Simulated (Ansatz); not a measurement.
Response to strain in GaN

Base system: GaN in the zinc blende structure (space group F-43m, No. 216; a = 4.455 Å).

Strains are applied to the cell and any free atomic positions relax.

Computed with LDA (Ansatz, a quantum-chemistry and plane-wave program; PAW; 420 eV plane waves; without spin-orbit coupling).

Candidates:
(a) isotropic strain −2.50 %
(b) isotropic strain −2.00 %
(c) isotropic strain +2.00 %
(d) isotropic strain −1.50 %

Notes on the quantities. energy relative to the base: free energy F.

Q: Order them by energy relative to the base, lowest first.

A: (d) isotropic strain −1.50 % (+15 meV/atom), (c) isotropic strain +2.00 % (+23 meV/atom), (b) isotropic strain −2.00 % (+27 meV/atom), (a) isotropic strain −2.50 % (+43 meV/atom)

Stability against distortions was not tested. This is not the structure that GaN has at room temperature and ambient pressure.
